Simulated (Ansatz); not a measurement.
# Ge well of 12 atomic layers along [001] in random Si0.3Ge0.7, interfaces graded over 4 layers

Prepared with Tersoff's 1989 multicomponent potential (SiCGe.tersoff) (LAMMPS): minimisation. Geometry as solved with PBE, support functions at accuracy medium on the grid of 370 eV (Ansatz, a first-principles code).

```xyz
648
Lattice="17.02 0.00 0.00 0.00 17.02 0.00 0.00 0.00 51.61" Properties=species:S:1:pos:R:3 pbc="T T T"
Si     0.03     0.03     0.01
Si     1.42     1.40     1.38
Si     2.81     2.80     0.02
Ge     4.22     4.23     1.39
Ge     2.81     0.01     2.85
Si     4.22     1.42     4.29
Ge     0.02     2.77     2.84
Ge     1.43     4.24     4.27
Si     0.01     0.04     5.69
Si     1.37     1.42     7.10
Ge     2.84     2.82     5.75
Si     4.23     4.29     7.14
Ge     2.81     0.02     8.49
Ge     4.22     1.45     9.96
Si     0.02     2.81     8.50
Ge     1.43     4.22     9.92
Ge    -0.02     0.01    11.38
Ge     1.40     1.47    12.81
Si     2.81     2.84    11.37
Ge     4.22     4.24    12.76
Ge     2.82     0.01    14.23
Ge     4.25     1.42    15.69
Si    -0.01     2.84    14.24
Ge     1.39     4.24    15.64
Ge     0.02     0.03    17.14
Si     1.41     1.42    18.55
Ge     2.80     2.82    17.13
Ge     4.24     4.25    18.57
Ge     2.81     0.01    19.96
Ge     4.24     1.41    21.45
Ge     0.03     2.81    19.99
Ge     1.42     4.25    21.47
Ge     0.00     0.00    22.92
Ge     1.42     1.42    24.39
Ge     2.84     2.83    22.92
Ge     4.25     4.25    24.38
Ge     2.84     0.00    25.84
Ge     4.26     1.42    27.29
Ge     0.00     2.84    25.85
Ge     1.42     4.26    27.30
Ge     0.00     0.00    28.76
Ge     1.42     1.42    30.20
Ge     2.84     2.84    28.75
Ge     4.26     4.25    30.21
Ge     2.84     0.02    31.67
Ge     4.23     1.45    33.15
Ge     0.01     2.83    31.67
Ge     1.45     4.22    33.15
Ge     0.02     0.02    34.58
Si     1.44     1.43    35.96
Si     2.83     2.83    34.60
Si     4.22     4.21    35.96
Ge     2.77    -0.01    37.40
Ge     4.26     1.35    38.86
Ge     0.01     2.80    37.37
Ge     1.43     4.24    38.80
Ge    -0.01    -0.03    40.21
Ge     1.41     1.40    41.67
Ge     2.85     2.84    40.26
Ge     4.29     4.31    41.65
Ge     2.84    -0.08    43.07
Ge     4.23     1.40    44.49
Si     0.01     2.82    43.07
Ge     1.39     4.23    44.48
Si     0.05    -0.01    45.90
Si     1.41     1.35    47.33
Ge     2.79     2.79    45.95
Ge     4.27     4.23    47.35
Si     2.81     0.04    48.73
Ge     4.21     1.44    50.16
Ge     0.03     2.78    48.74
Ge     1.44     4.21    50.21
Ge     0.00     5.65     0.02
Ge     1.39     7.11     1.45
Ge     2.84     8.51     0.00
Ge     4.27     9.91     1.45
Ge     2.85     5.70     2.86
Si     4.25     7.09     4.28
Si    -0.02     8.50     2.86
Ge     1.38     9.89     4.26
Ge     0.01     5.68     5.69
Ge     1.47     7.08     7.14
Ge     2.88     8.52     5.69
Si     4.24     9.98     7.11
Si     2.85     5.65     8.53
Ge     4.19     7.11     9.97
Ge     0.04     8.54     8.56
Si     1.48     9.92     9.96
Ge     0.03     5.70    11.39
Si     1.41     7.16    12.78
Si     2.80     8.54    11.41
Si     4.20     9.93    12.80
Ge     2.80     5.71    14.19
Ge     4.25     7.10    15.66
Si     0.02     8.49    14.19
Ge     1.42     9.92    15.60
Ge    -0.01     5.68    17.10
Ge     1.41     7.09    18.56
Ge     2.82     8.51    17.10
Ge     4.26     9.93    18.54
Ge     2.83     5.68    20.02
Ge     4.25     7.10    21.47
Ge     0.00     8.50    20.02
Ge     1.43     9.93    21.47
Ge     0.00     5.67    22.93
Ge     1.42     7.09    24.38
Ge     2.84     8.51    22.93
Ge     4.26     9.93    24.39
Ge     2.84     5.67    25.84
Ge     4.26     7.09    27.30
Ge     0.00     8.51    25.84
Ge     1.42     9.93    27.30
Ge     0.00     5.68    28.76
Ge     1.42     7.09    30.22
Ge     2.84     8.50    28.75
Ge     4.24     9.92    30.22
Ge     2.84     5.66    31.67
Ge     4.25     7.09    33.11
Ge     0.02     8.54    31.68
Si     1.40     9.95    33.11
Ge     0.00     5.68    34.54
Ge     1.40     7.13    35.99
Ge     2.80     8.55    34.52
Ge     4.24     9.94    35.98
Ge     2.86     5.66    37.37
Ge     4.28     7.08    38.84
Si    -0.01     8.54    37.38
Ge     1.38     9.94    38.82
Ge    -0.01     5.66    40.23
Ge     1.40     7.11    41.68
Ge     2.85     8.54    40.26
Si     4.27     9.94    41.66
Ge     2.85     5.71    43.12
Si     4.22     7.13    44.53
Ge    -0.04     8.55    43.09
Ge     1.46     9.92    44.54
Ge     0.00     5.74    45.91
Si     1.46     7.10    47.30
Si     2.87     8.49    45.96
Si     4.25     9.90    47.32
Ge     2.83     5.69    48.74
Ge     4.29     7.13    50.15
Ge     0.04     8.47    48.73
Ge     1.43     9.94    50.17
Ge     0.01    11.36     0.01
Ge     1.42    12.80     1.46
Ge     2.84    14.23     0.02
Si     4.23    15.62     1.44
Ge     2.83    11.34     2.87
Ge     4.26    12.77     4.32
Ge     0.00    14.22     2.93
Si     1.40    15.66     4.32
Ge    -0.05    11.35     5.68
Ge     1.41    12.73     7.15
Ge     2.81    14.24     5.72
Si     4.23    15.63     7.12
Si     2.83    11.29     8.53
Ge     4.23    12.73     9.92
Ge    -0.04    14.17     8.55
Ge     1.41    15.60     9.97
Ge     0.04    11.32    11.34
Ge     1.44    12.73    12.83
Ge     2.83    14.16    11.38
Ge     4.25    15.59    12.81
Si     2.87    11.32    14.22
Si     4.23    12.70    15.63
Ge     0.00    14.18    14.24
Ge     1.43    15.60    15.68
Ge     0.01    11.33    17.09
Ge     1.42    12.75    18.54
Ge     2.87    14.13    17.07
Ge     4.25    15.58    18.54
Ge     2.84    11.34    20.00
Ge     4.26    12.76    21.47
Ge     0.01    14.18    20.00
Ge     1.42    15.61    21.45
Ge     0.00    11.35    22.92
Ge     1.42    12.77    24.38
Ge     2.84    14.19    22.92
Ge     4.26    15.60    24.38
Ge     2.83    11.35    25.84
Ge     4.25    12.77    27.30
Ge     0.00    14.18    25.84
Ge     1.42    15.60    27.30
Ge     0.00    11.35    28.75
Ge     1.41    12.76    30.22
Ge     2.83    14.19    28.76
Ge     4.25    15.61    30.21
Ge     2.80    11.32    31.68
Ge     4.25    12.76    33.10
Ge    -0.01    14.18    31.67
Ge     1.42    15.61    33.11
Ge    -0.01    11.31    34.57
Ge     1.38    12.79    36.02
Ge     2.83    14.18    34.55
Ge     4.26    15.59    36.00
Ge     2.85    11.39    37.44
Si     4.27    12.77    38.86
Si    -0.02    14.18    37.46
Si     1.38    15.57    38.80
Ge    -0.06    11.37    40.27
Ge     1.43    12.78    41.67
Ge     2.86    14.21    40.21
Si     4.30    15.57    41.65
Ge     2.90    11.35    43.09
Si     4.28    12.79    44.47
Ge     0.00    14.21    43.11
Si     1.41    15.61    44.52
Ge     0.02    11.38    45.94
Si     1.44    12.78    47.33
Ge     2.82    14.17    45.89
Ge     4.22    15.62    47.36
Ge     2.85    11.35    48.70
Ge     4.25    12.77    50.20
Ge     0.04    14.19    48.73
Ge     1.43    15.68    50.18
Ge     5.63    -0.04    -0.02
Ge     7.06     1.41     1.41
Ge     8.47     2.88    -0.01
Ge     9.92     4.26     1.48
Ge     8.53     0.02     2.83
Ge     9.96     1.45     4.25
Ge     5.63     2.81     2.87
Ge     7.08     4.28     4.25
Ge     5.62     0.01     5.69
Ge     7.08     1.45     7.12
Ge     8.53     2.86     5.69
Ge     9.99     4.25     7.13
Ge     8.54     0.03     8.56
Si     9.96     1.44     9.93
Ge     5.66     2.91     8.55
Si     7.11     4.28     9.95
Ge     5.66     0.00    11.37
Ge     7.10     1.42    12.79
Ge     8.51     2.84    11.32
Ge     9.92     4.26    12.79
Ge     8.54    -0.04    14.20
Ge     9.94     1.41    15.66
Ge     5.66     2.84    14.23
Ge     7.08     4.25    15.68
Ge     5.68     0.00    17.12
Ge     7.09     1.42    18.58
Ge     8.51     2.83    17.11
Ge     9.93     4.25    18.56
Ge     8.52    -0.01    20.02
Ge     9.93     1.42    21.47
Ge     5.67     2.84    20.02
Ge     7.09     4.26    21.46
Ge     5.67     0.00    22.91
Ge     7.09     1.42    24.37
Ge     8.51     2.84    22.92
Ge     9.93     4.26    24.38
Ge     8.51     0.01    25.84
Ge     9.92     1.42    27.30
Ge     5.67     2.84    25.83
Ge     7.09     4.25    27.29
Ge     5.68     0.00    28.75
Ge     7.09     1.42    30.22
Ge     8.50     2.84    28.76
Ge     9.92     4.26    30.22
Ge     8.54     0.03    31.69
Si     9.94     1.42    33.11
Ge     5.67     2.84    31.67
Ge     7.11     4.24    33.12
Ge     5.68     0.00    34.56
Ge     7.13     1.40    36.02
Ge     8.57     2.82    34.56
Si     9.94     4.25    35.97
Si     8.47    -0.03    37.47
Ge     9.93     1.36    38.84
Ge     5.64     2.83    37.39
Ge     7.07     4.27    38.83
Si     5.68    -0.06    40.26
Ge     7.09     1.37    41.64
Ge     8.53     2.85    40.26
Si     9.95     4.26    41.64
Ge     8.54    -0.06    43.06
Ge     9.97     1.38    44.50
Ge     5.67     2.82    43.07
Ge     7.11     4.26    44.48
Ge     5.67     0.00    45.92
Ge     7.06     1.45    47.38
Ge     8.53     2.83    45.93
Ge     9.95     4.28    47.34
Ge     8.49    -0.01    48.79
Ge     9.92     1.43    50.21
Si     5.67     2.86    48.80
Si     7.07     4.23    50.15
Ge     5.70     5.65    -0.04
Ge     7.14     7.07     1.42
Si     8.50     8.50    -0.01
Ge     9.89     9.90     1.42
Si     8.52     5.68     2.86
Ge     9.94     7.03     4.31
Ge     5.68     8.46     2.89
Ge     7.06     9.93     4.33
Ge     5.62     5.68     5.70
Ge     7.08     7.10     7.13
Ge     8.56     8.54     5.75
Si    10.00     9.93     7.15
Ge     8.52     5.67     8.56
Ge     9.98     7.15     9.92
Ge     5.62     8.55     8.52
Ge     7.08     9.93     9.96
Ge     5.68     5.67    11.35
Ge     7.08     7.11    12.80
Ge     8.53     8.52    11.38
Ge     9.92     9.97    12.83
Ge     8.50     5.68    14.25
Ge     9.91     7.11    15.68
Ge     5.66     8.58    14.22
Si     7.09     9.96    15.63
Ge     5.65     5.67    17.12
Ge     7.08     7.10    18.55
Ge     8.46     8.55    17.08
Ge     9.91     9.94    18.55
Ge     8.51     5.68    20.00
Ge     9.93     7.09    21.46
Ge     5.66     8.52    20.01
Ge     7.09     9.93    21.47
Ge     5.67     5.68    22.92
Ge     7.09     7.09    24.38
Ge     8.51     8.51    22.92
Ge     9.93     9.93    24.39
Ge     8.51     5.67    25.84
Ge     9.93     7.09    27.30
Ge     5.68     8.51    25.84
Ge     7.09     9.93    27.31
Ge     5.68     5.67    28.75
Ge     7.10     7.09    30.21
Ge     8.51     8.51    28.76
Ge     9.94     9.92    30.22
Ge     8.53     5.70    31.69
Si     9.93     7.08    33.11
Ge     5.67     8.50    31.66
Ge     7.10     9.92    33.10
Ge     5.64     5.62    34.57
Ge     7.10     7.07    35.96
Ge     8.54     8.49    34.52
Ge     9.92     9.94    36.01
Ge     8.55     5.65    37.39
Ge     9.94     7.09    38.88
Ge     5.69     8.52    37.40
Ge     7.14     9.95    38.83
Si     5.69     5.68    40.23
Ge     7.09     7.10    41.62
Si     8.50     8.51    40.24
Ge     9.87     9.94    41.65
Ge     8.55     5.67    43.04
Ge     9.93     7.11    44.55
Ge     5.63     8.51    43.08
Ge     7.12     9.94    44.47
Ge     5.65     5.70    45.88
Ge     7.06     7.16    47.32
Si     8.49     8.53    45.91
Ge     9.90     9.94    47.31
Ge     8.46     5.67    48.76
Ge     9.89     7.09    50.21
Si     5.65     8.56    48.72
Ge     7.11     9.90    50.15
Ge     5.69    11.33    -0.01
Ge     7.09    12.78     1.42
Ge     8.48    14.20    -0.05
Ge     9.94    15.58     1.41
Ge     8.50    11.34     2.88
Ge     9.98    12.72     4.31
Ge     5.64    14.21     2.83
Ge     7.08    15.62     4.26
Si     5.63    11.33     5.74
Ge     7.08    12.73     7.09
Ge     8.51    14.17     5.68
Ge     9.93    15.58     7.12
Ge     8.57    11.34     8.54
Si     9.95    12.76     9.96
Ge     5.65    14.20     8.50
Ge     7.10    15.59     9.96
Ge     5.63    11.32    11.40
Ge     7.11    12.72    12.84
Ge     8.55    14.15    11.38
Si     9.94    15.59    12.77
Si     8.49    11.32    14.26
Ge     9.91    12.75    15.63
Ge     5.65    14.14    14.27
Ge     7.09    15.59    15.67
Ge     5.67    11.34    17.05
Ge     7.08    12.76    18.54
Ge     8.52    14.18    17.11
Ge     9.94    15.60    18.56
Ge     8.50    11.35    20.01
Ge     9.92    12.77    21.47
Ge     5.67    14.18    20.01
Ge     7.09    15.59    21.47
Ge     5.67    11.35    22.93
Ge     7.09    12.76    24.39
Ge     8.51    14.18    22.93
Ge     9.93    15.60    24.39
Ge     8.51    11.35    25.85
Ge     9.93    12.76    27.31
Ge     5.67    14.18    25.85
Ge     7.10    15.60    27.30
Ge     5.66    11.34    28.76
Ge     7.09    12.77    30.20
Ge     8.52    14.19    28.76
Ge     9.94    15.62    30.22
Ge     8.51    11.35    31.65
Ge     9.93    12.77    33.10
Ge     5.67    14.18    31.65
Ge     7.09    15.61    33.10
Ge     5.68    11.35    34.55
Ge     7.11    12.75    36.02
Ge     8.50    14.19    34.56
Ge     9.88    15.64    36.01
Si     8.51    11.35    37.40
Ge     9.90    12.76    38.81
Ge     5.69    14.18    37.48
Si     7.09    15.62    38.87
Ge     5.68    11.38    40.28
Si     7.07    12.79    41.71
Ge     8.50    14.21    40.28
Si     9.98    15.62    41.63
Si     8.47    11.38    43.03
Ge     9.92    12.75    44.42
Si     5.64    14.15    43.05
Ge     7.06    15.55    44.46
Ge     5.63    11.35    45.91
Ge     7.09    12.73    47.38
Ge     8.51    14.15    45.90
Ge     9.93    15.63    47.30
Si     8.51    11.32    48.75
Ge     9.91    12.74    50.15
Ge     5.69    14.21    48.79
Si     7.08    15.61    50.19
Ge    11.37     0.02     0.03
Ge    12.76     1.48     1.49
Ge    14.16     2.85    -0.02
Ge    15.59     4.23     1.45
Ge    14.23     0.03     2.89
Si    15.65     1.40     4.30
Si    11.36     2.89     2.90
Si    12.73     4.26     4.31
Ge    11.36    -0.01     5.69
Ge    12.78     1.40     7.16
Ge    14.19     2.82     5.66
Ge    15.62     4.23     7.11
Si    14.20    -0.01     8.53
Ge    15.62     1.42     9.90
Si    11.34     2.80     8.55
Ge    12.74     4.23     9.93
Ge    11.32     0.00    11.36
Ge    12.80     1.39    12.81
Ge    14.21     2.84    11.37
Ge    15.62     4.27    12.85
Si    14.19    -0.01    14.23
Ge    15.62     1.40    15.62
Ge    11.37     2.85    14.23
Ge    12.80     4.30    15.64
Ge    11.36    -0.01    17.11
Ge    12.77     1.42    18.55
Ge    14.19     2.84    17.09
Ge    15.61     4.24    18.55
Ge    14.18     0.01    20.02
Ge    15.61     1.42    21.47
Ge    11.35     2.83    20.01
Ge    12.77     4.25    21.47
Ge    11.35     0.00    22.93
Ge    12.77     1.42    24.38
Ge    14.19     2.84    22.93
Ge    15.60     4.26    24.39
Ge    14.19     0.00    25.84
Ge    15.60     1.42    27.30
Ge    11.35     2.84    25.84
Ge    12.77     4.25    27.30
Ge    11.35     0.00    28.75
Ge    12.76     1.41    30.22
Ge    14.19     2.84    28.77
Ge    15.61     4.26    30.22
Ge    14.18    -0.01    31.67
Ge    15.61     1.41    33.11
Ge    11.32     2.81    31.67
Ge    12.74     4.25    33.11
Ge    11.32     0.02    34.53
Ge    12.78     1.39    35.99
Ge    14.18     2.83    34.54
Ge    15.60     4.26    35.97
Si    14.16    -0.02    37.41
Ge    15.55     1.40    38.80
Ge    11.33     2.84    37.40
Ge    12.75     4.24    38.90
Si    11.36     0.00    40.28
Si    12.75     1.40    41.63
Si    14.15     2.78    40.26
Ge    15.59     4.18    41.66
Ge    14.14    -0.01    43.07
Ge    15.66     1.40    44.48
Ge    11.35     2.84    43.02
Ge    12.74     4.27    44.51
Si    11.39    -0.02    45.91
Ge    12.79     1.36    47.35
Ge    14.20     2.82    45.91
Ge    15.62     4.26    47.34
Si    14.22    -0.03    48.75
Ge    15.60     1.37    50.19
Ge    11.38     2.84    48.78
Si    12.76     4.25    50.19
Ge    11.35     5.64    -0.01
Ge    12.78     7.08     1.43
Ge    14.20     8.52     0.00
Ge    15.62     9.93     1.46
Ge    14.16     5.64     2.90
Ge    15.58     7.13     4.30
Ge    11.34     8.50     2.87
Ge    12.76     9.94     4.34
Si    11.40     5.67     5.72
Si    12.75     7.12     7.08
Si    14.15     8.50     5.73
Ge    15.54     9.93     7.14
Ge    14.15     5.69     8.49
Ge    15.60     7.10     9.95
Si    11.40     8.53     8.49
Si    12.75     9.92     9.90
Ge    11.36     5.69    11.37
Ge    12.80     7.08    12.82
Ge    14.16     8.54    11.34
Ge    15.63     9.91    12.80
Si    14.21     5.69    14.23
Ge    15.63     7.10    15.61
Ge    11.35     8.51    14.24
Ge    12.77     9.95    15.66
Ge    11.35     5.68    17.12
Ge    12.78     7.10    18.55
Ge    14.21     8.52    17.09
Ge    15.61     9.92    18.56
Ge    14.19     5.67    20.01
Ge    15.60     7.09    21.47
Ge    11.35     8.51    20.00
Ge    12.76     9.93    21.46
Ge    11.35     5.67    22.92
Ge    12.76     7.09    24.38
Ge    14.18     8.51    22.92
Ge    15.60     9.93    24.37
Ge    14.18     5.67    25.85
Ge    15.60     7.10    27.30
Ge    11.35     8.51    25.84
Ge    12.77     9.93    27.29
Ge    11.34     5.67    28.76
Ge    12.76     7.09    30.21
Ge    14.18     8.52    28.77
Ge    15.61     9.94    30.22
Ge    14.18     5.68    31.66
Ge    15.61     7.11    33.10
Ge    11.33     8.48    31.69
Ge    12.77     9.92    33.12
Ge    11.30     5.68    34.55
Ge    12.75     7.09    35.99
Ge    14.22     8.53    34.59
Si    15.63     9.91    36.01
Ge    14.17     5.67    37.43
Ge    15.62     7.15    38.81
Ge    11.38     8.54    37.46
Si    12.80     9.97    38.83
Si    11.33     5.65    40.29
Ge    12.74     7.09    41.65
Ge    14.18     8.57    40.26
Si    15.56     9.98    41.70
Ge    14.21     5.68    43.10
Si    15.60     7.11    44.48
Ge    11.35     8.55    43.10
Si    12.80     9.96    44.45
Si    11.33     5.68    45.92
Ge    12.74     7.07    47.30
Ge    14.17     8.51    45.85
Ge    15.61     9.91    47.32
Ge    14.15     5.65    48.78
Ge    15.61     7.07    50.18
Ge    11.32     8.50    48.75
Ge    12.76     9.93    50.18
Ge    11.35    11.37     0.03
Si    12.79    12.76     1.42
Ge    14.19    14.18     0.02
Ge    15.65    15.64     1.42
Ge    14.19    11.39     2.88
Si    15.60    12.79     4.29
Ge    11.38    14.14     2.83
Ge    12.79    15.58     4.27
Si    11.37    11.33     5.77
Si    12.77    12.69     7.14
Ge    14.18    14.12     5.73
Ge    15.61    15.64     7.10
Si    14.12    11.33     8.55
Ge    15.53    12.74     9.97
Ge    11.37    14.13     8.53
Ge    12.81    15.58     9.95
Ge    11.37    11.36    11.34
Si    12.78    12.78    12.75
Si    14.16    14.16    11.40
Ge    15.56    15.58    12.80
Ge    14.17    11.38    14.19
Ge    15.59    12.76    15.68
Ge    11.36    14.17    14.16
Ge    12.78    15.61    15.63
Ge    11.34    11.36    17.11
Ge    12.76    12.78    18.56
Ge    14.18    14.20    17.11
Ge    15.61    15.62    18.57
Ge    14.19    11.35    20.00
Ge    15.60    12.76    21.46
Ge    11.35    14.18    20.03
Ge    12.77    15.61    21.48
Ge    11.34    11.35    22.92
Ge    12.76    12.76    24.38
Ge    14.19    14.18    22.92
Ge    15.60    15.60    24.38
Ge    14.18    11.34    25.83
Ge    15.60    12.76    27.29
Ge    11.35    14.18    25.84
Ge    12.77    15.60    27.29
Ge    11.35    11.34    28.76
Ge    12.77    12.76    30.20
Ge    14.18    14.18    28.75
Ge    15.60    15.59    30.21
Ge    14.18    11.35    31.67
Ge    15.58    12.78    33.15
Ge    11.36    14.18    31.66
Ge    12.78    15.58    33.15
Ge    11.35    11.36    34.55
Ge    12.81    12.79    35.97
Si    14.21    14.20    34.57
Ge    15.59    15.59    36.03
Ge    14.24    11.35    37.42
Si    15.61    12.81    38.83
Ge    11.35    14.21    37.41
Ge    12.79    15.62    38.87
Ge    11.36    11.34    40.22
Ge    12.82    12.76    41.65
Si    14.21    14.15    40.21
Ge    15.57    15.57    41.64
Si    14.18    11.33    43.08
Ge    15.56    12.77    44.50
Ge    11.38    14.23    43.06
Si    12.76    15.61    44.53
Ge    11.38    11.33    45.86
Ge    12.79    12.81    47.28
Si    14.16    14.23    45.87
Ge    15.61    15.62    47.28
Ge    14.19    11.35    48.74
Ge    15.62    12.77    50.18
Ge    11.35    14.20    48.74
Ge    12.80    15.62    50.17
```
